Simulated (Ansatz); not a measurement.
## OsRu3 (model structure, started from the A15 type, Pm-3n, No. 223, 8 atoms in the cell)

Level of theory: LDA (PAW; Ansatz, a first-principles code).

Settings: plane-wave cutoff 520 eV, 12×12×12 k mesh, Fermi–Dirac smearing 0.05 eV, no spin polarisation, scalar-relativistic PAW data made under PBE.

Cell (relaxed at this level):

OsRu₃ has the cubic space group Pm-3n (No. 223), the A15 (Cr3Si type) structure, Pearson symbol cP8. Conventional cell: a = 4.779 Å, b = 4.779 Å, c = 4.779 Å, α = 90.00°, β = 90.00°, γ = 90.00°. Ru on 6c sees 2 Ru at 2.389 Å and 8 Ru at 2.926 Å and 4 Os at 2.672 Å. Os on 2a has 12 Ru at 2.672 Å. (Neighbours: up to the widest gap in distance over summed covalent radii, below 1.35, at either atom.)

```
Quantity       Result
------------  -------
bulk modulus  358 GPa
```

Note: the run has no spin polarisation, so it can have missed a magnetic state; the bulk modulus is −V dP/dV from two relaxed cells at ±2 % in volume; the relaxation could raise the start's symmetry but not lower it, so the cell can be a saddle point.

Spin–orbit coupling is not included.

Computed values are for the static lattice.

Cost on a shared machine: about 120 core-seconds (a rough figure).

A model structure was made by putting elements into a prototype or built by hand; it is no filed structure, need not be a known phase, and can be a saddle point held by its symmetry.
